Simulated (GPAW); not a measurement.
Input and output of a relaxation of cell and atoms for InP₃ (R-3m, 8 atoms in the cell) (GPAW).

Computed with PBEsol-D3(BJ), GPAW PAW datasets PBEsol (made by gpaw-setup) (plane waves; GPAW 25.7.0).

```xyz
8
Lattice="3.7403 2.1595 3.3710 -3.7403 2.1595 3.3710 0.0000 -4.3190 3.3710" Properties=species:S:1:pos:R:3 pbc="T T T"
In     0.0000     0.0000     2.7366
In     0.0000     0.0000     7.3765
P      2.0723    -1.1964     6.2117
P     -2.0723     1.1964     3.9013
P      0.0000     2.3929     6.2117
P      0.0000    -2.3929     3.9013
P     -2.0723    -1.1964     6.2117
P      2.0723     1.1964     3.9013
```

Reference input (self-consistent single point, DFT PBEsol, plane waves, GPAW PAW datasets PBEsol (made by gpaw-setup)): mode = pw; ecut = 600 eV; xc = PBEsol; kpts = 4 4 4; mesh shift (steps) = 0.5 0.5 0.5; occupations.name = methfessel-paxton; occupations.width = 0.05 eV; occupations.order = 1; nbands = -16; convergence.forces = 0.001 eV/Å; symmetry.symmorphic = false; symmetry.tolerance = 0.0005. This run's input differs from it in these lines:

```diff
@@ -1,3 +1,7 @@
 from ase import Atoms
+from ase.calculators.mixing import SumCalculator
+from ase.filters import FrechetCellFilter
+from ase.optimize import BFGS
 from ase.units import GPa
+from dftd3.ase import DFTD3
 from gpaw import GPAW, PW
@@ -23,3 +27,3 @@
             nbands=-16,
-            convergence={'forces': 0.001},
+            convergence={'forces': 0.001, 'density': 1e-05},
             symmetry={'symmorphic': False, 'tolerance': 0.0005},
@@ -27,3 +31,13 @@
 
-atoms.calc = calc
+disp = DFTD3(damping='d3bj', params_tweaks={'method': 'pbesol', 'atm': False})
+
+atoms.calc = SumCalculator([calc, disp])
+
+target = FrechetCellFilter(atoms)
+
+opt = BFGS(target, logfile='-')
+converged = opt.run(fmax=0.02, steps=40)
+print('Relaxation converged:', converged)
+print('Cell:', atoms.cell.cellpar().round(4))
+print(atoms.get_scaled_positions().round(5))
```

Log, with long lists cut:

```
     iter     time        total  log10-change:
                         energy   eigst   dens  force
iter:   1 --:--:--   -42.120413
iter:   2 --:--:--   -42.097856   -1.32  -1.14
iter:   3 --:--:--   -41.621310   -1.82  -1.17
iter:   4 --:--:--   -41.696481   -2.45  -1.46
iter:   5 --:--:--   -41.610798   -2.18  -1.60
iter:   6 --:--:--   -41.589821   -2.97  -2.03
iter:   7 --:--:--   -41.576191   -3.28  -2.19
iter:   8 --:--:--   -41.576265c  -4.12  -2.69
iter:   9 --:--:--   -41.575169c  -4.72  -2.93
iter:  10 --:--:--   -41.575250c  -5.12  -3.16
iter:  11 --:--:--   -41.575197c  -6.32  -3.68
iter:  12 --:--:--   -41.575198c  -7.56c -3.68
   [... lines left out ...]
iter:  15 --:--:--   -41.575144c  -7.33  -4.07
iter:  16 --:--:--   -41.575141c  -7.97c -4.15
iter:  17 --:--:--   -41.575138c  -7.57c -4.22
iter:  18 --:--:--   -41.575138c  -8.51c -4.38
iter:  19 --:--:--   -41.575138c  -7.77c -4.42
iter:  20 --:--:--   -41.575138c  -8.18c -4.61
iter:  21 --:--:--   -41.575138c  -8.60c -4.72
iter:  22 --:--:--   -41.575138c  -8.31c -4.77
iter:  23 --:--:--   -41.575138c  -9.61c -4.83
iter:  24 --:--:--   -41.575138c  -9.82c -4.86
iter:  25 --:--:--   -41.575137c  -8.68c -4.92
iter:  26 --:--:--   -41.575137c  -9.40c -5.42c
iter:  27 --:--:--   -41.575137c -10.73c -5.73c -4.00c
Converged after 27 iterations.

Dipole moment: (-0.000000, -0.000000, -0.000000) |e|*Ang

Energy contributions relative to reference atoms: (reference = -375526.568903)

Kinetic:        +58.272344
Potential:      -54.033271
External:        +0.000000
XC:             -45.934160
Entropy (-ST):   -0.000775
Local:           +0.120466
SIC:             +0.000000
--------------------------
Free energy:    -41.575396
Extrapolated:   -41.575137

Showing only first 2 kpts
 Kpt  Band  Eigenvalues  Occupancy
  0    26      5.10851    2.00000
  0    27      5.38828    2.00000
  0    28      6.30216   -0.00000
  0    29      6.98938   -0.00000

  1    26      5.43685    2.00000
  1    27      5.52469    2.00000
  1    28      5.52470    2.00000
  1    29      7.44866    0.00000

Fermi level: 6.07923

No gap
   [... lines left out ...]
Atomic positions and initial magnetic moments
Free energy:    -41.586332
Fermi level: 6.10451
No gap
Atomic positions and initial magnetic moments
Free energy:    -41.615337
Fermi level: 6.52441
No gap
Atomic positions and initial magnetic moments
Free energy:    -41.602017
   [... lines left out ...]

BFGS:   20 --:--:--      -44.392441        0.006644
Relaxation converged: True
Cell: [ 5.2993  5.2993  5.2993 88.139  88.139  88.139 ]
[[0.27838 0.27838 0.27838]
 [0.72162 0.72162 0.72162]
 [0.79128 0.23849 0.79128]
 [0.20872 0.76151 0.20872]
 [0.79128 0.79128 0.23849]
 [0.20872 0.20872 0.76151]
 [0.23849 0.79128 0.79128]
 [0.76151 0.20872 0.20872]]
Energy (eV): -44.392441
Stress (GPa, Voigt): [ 0.0444  0.0444 -0.0165 -0.     -0.     -0.    ]
```

The run converged. GPAW prints stress with tension positive. 

Summary of the result:
* **Free energy E − TS (from the program's reference atoms)**: -44.3925 eV
* **Fermi level (on the code's own zero)**: 7.19 eV
* **Pressure**: -0.02 GPa
* **Largest force (vector length)**: 0.007 eV/Å
* **Dispersion energy**: -2.804 eV
* **Final cell**: a = b = c = 5.2993 Å, α = β = γ = 88.14°
* **Final volume per atom**: 18.57 Å³
* **Relaxation steps**: 20

The starting cell comes from a database of computed structures (which also holds hypothetical and non-ambient phases and stackings), without a prior relaxation at this level. The relaxation keeps the symmetry of its start, so its end need not be a minimum. The run gives no clean gap (levels at the Fermi energy touch, overlap or are partly filled at this smearing), which alone does not show that the compound is a metal.

Cost on one core of a shared machine: roughly 10 min.
